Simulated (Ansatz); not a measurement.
Band-edge transport in semiconductors and insulators: compounds that share space group Fm-3m and stoichiometry, PBEsol with spin-orbit coupling, rigid bands run with Ansatz (a first-principles code); geometry: cell and atoms relaxed with PBEsol.

```json
[
 {"Compound": "K2Te", "volume per atom (Å³)": "44.1", "band gap": "___", "hole conductivity mass": "7.3 mₑ", "Seebeck coefficient, p-type 1e19 cm⁻³": "591 μV/K"},
 {"Compound": "K2Se", "volume per atom (Å³)": "36.7", "band gap": "2.02 eV", "hole conductivity mass": "12.1 mₑ", "Seebeck coefficient, p-type 1e19 cm⁻³": "579 μV/K"},
 {"Compound": "HgF2", "volume per atom (Å³)": "14.2", "band gap": "0.38 eV", "hole conductivity mass": "2.5 mₑ", "Seebeck coefficient, p-type 1e19 cm⁻³": "402 μV/K"},
 {"Compound": "PbF2", "volume per atom (Å³)": "17.1", "band gap": "3.94 eV", "hole conductivity mass": "___", "Seebeck coefficient, p-type 1e19 cm⁻³": "689 μV/K"},
 {"Compound": "Na2Te", "volume per atom (Å³)": "31.7", "band gap": "___", "hole conductivity mass": "1.74 mₑ", "Seebeck coefficient, p-type 1e19 cm⁻³": "___"}
]
```

Task: Some entries are withheld; supply them.

Result: 
- K2Te, band gap: 1.95 eV
- PbF2, hole conductivity mass: 4.6 mₑ
- Na2Te, band gap: 1.78 eV
- Na2Te, Seebeck coefficient, p-type 1e19 cm⁻³: 427 μV/K

Masses are for dilute carriers at 300 K, harmonic means over directions unless an axis is named. Seebeck coefficients are for the stated density at 300 K, with one relaxation time for all states and whether or not that doping can be reached.

Formula and space group known from diffraction (Crystallography Open Database), not checked to be the room-temperature form: HgF2 (Fm-3m), K2Se (Fm-3m), K2Te (Fm-3m), Na2Te (Fm-3m), PbF2 (Fm-3m).
